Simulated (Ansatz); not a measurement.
Defect: interstitial H in bixbyite In2O3 with all lengths changed by +1 %, charge state +1. These are PBE, PAW (plane waves to 420 eV; Ansatz, an electronic-structure program) values and carry that method's errors.

80-site cell at the strained lattice (strain from the relaxed PBE one, atoms relaxed), one k-point at (0.250, 0.250, 0.250), smearing 0.01 eV, spin-restricted, no finite-size correction. Static, classical nuclei. The charge state is imposed; whether it is stable for some Fermi level was not computed. Sites that were not tried may lie lower.

The step: several atoms move together, H the farthest; the atom moves 2.29 Å along (0.18, -0.04, -0.13) of the unit cell; the moving atom starts with neighbours O at 0.99, O at 1.84 Å and ends with O at 0.99, 2 O at 2.08 Å. On the band's own sampling the forward barrier is 0.59 eV. Harmonic modes of the moving H atom alone, all others held, come from finite differences of 0.015 Å. The saddle point's order was not checked.

Problem. Which three frequencies does the atom have at the start and at the saddle point?

Solution. start 24.5, 28.0, 95.0 THz; saddle point 12.4i, 34.1 and 101.6 THz.

Problem. What attempt frequency and zero-point change of the barrier follow from these modes alone, and what classical rate at 1000 K?

Solution. ν = (24.5 × 28.0 × 95.0) / (34.1 × 101.6) ≈ 19 THz. The zero-point energy changes the barrier by h/2 × (135.7 − 147.5) THz = -0.025 eV. The classical rate is ν exp(−0.59/0.0862) ≈ 2e10 s⁻¹. One atom's modes give a rough prefactor, not that of the whole cell.
